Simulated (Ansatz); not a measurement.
**Al2Cu: Al on a Cu site (antisite)**

The parent structure is a 24-atom supercell of Al2Cu (space group I4/mcm, No. 140; a = 6.0020 Å, c = 4.8147 Å) at its relaxed geometry.

One thing is altered: a neutral Al on a Cu site (antisite), atoms relaxed at fixed cell, starting from a slightly rattled geometry.

All numbers come from PBEsol (Ansatz, a first-principles code, PAW, scalar-relativistic without spin-orbit coupling). k-mesh 6×6×6 (Γ-centred); smearing 0.05 eV (Fermi–Dirac).

| quantity | base | changed | shift |
|---|---|---|---|
| pressure | 0.0 GPa | 2.5 GPa | +2.5 GPa |
| mean distance from the defect site to its nearest host atoms | 2.41 Å | 2.38 Å | -0.03 Å |

Final structure:

```xyz
24
Lattice="-6.0020 0.0000 4.8147 0.0000 -6.0020 4.8147 6.0020 0.0000 4.8147" Properties=species:S:1:pos:R:3 pbc="T T T"
Al     0.9637    -2.0335     4.8044
Al    -2.0293    -5.0418    12.0374
Al     0.9808    -2.1255     9.5928
Al    -2.1223    -5.0256     7.2497
Al     0.9795    -3.8751     7.2498
Al     3.8800    -0.9774     4.7789
Al    -5.0380    -3.9693     7.2226
Al    -2.0293    -0.9614     4.8042
Al    -3.8721    -5.0258     9.5928
Al    -0.9574    -2.0324     7.2224
Al     2.0367    -5.0419     9.6191
Al    -0.9731    -2.1261     2.4341
Al     2.1304    -0.9769     2.4349
Al    -0.9565    -3.9687     9.6195
Al     2.0362    -0.9607     7.2225
Al    -0.9737    -3.8766     4.7784
Al     0.0041    -0.0001     1.1992
Cu    -2.9970    -3.0013     8.4212
Cu     0.0034    -0.0007     6.0134
Cu     3.0049    -3.0010     8.4210
Cu     0.0038     0.0002     3.5812
Cu     3.0037    -3.0016     6.0137
Cu     0.0040     0.0008     8.4464
Cu    -2.9983    -3.0018     6.0138
```

Cost of the whole job for the changed cell (relaxation, final SCF and bands): around 40 core-minutes (rough).

In so small a cell the defect repeats every few ångströms: this is an ordered compound, not a dilute defect. All final runs are without spin polarisation. The defect cell is not spin-polarised.
